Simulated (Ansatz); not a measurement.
Results of rVV10 in Ansatz (PAW) for fluorite AuAl2.

Settings: plane-wave cutoff 520 eV, 16×16×16 k mesh, Fermi–Dirac smearing 0.05 eV, scalar-relativistic PAW data made under PBE.

Equation-of-state points:

| V (Å³/atom) | E − E_lowest (meV/atom) | P (GPa) |
|---|---|---|
| 17.783 | 23.50 | 7.04 |
| 18.161 | 10.04 | 4.42 |
| 18.540 | 2.42 | 2.08 |
| 18.918 | 0.00 | 0.01 |
| 19.296 | 2.20 | -1.83 |
| 19.675 | 8.49 | -3.46 |
| 20.053 | 18.39 | -4.89 |

What bulk modulus B0 and pressure derivative B′ does a third-order Birch–Murnaghan fit give?

V0 = 18.919 Å³/atom, B0 = 97.4 GPa, B′ = 5.0 (fit to the energies at full precision).

Spin–orbit coupling is not included; it can shift volumes and moduli of such heavy elements.

Computed values are for the static lattice.

It cost about 100 core-seconds (a rough figure) of CPU time.

Ansatz is an electronic-structure program.
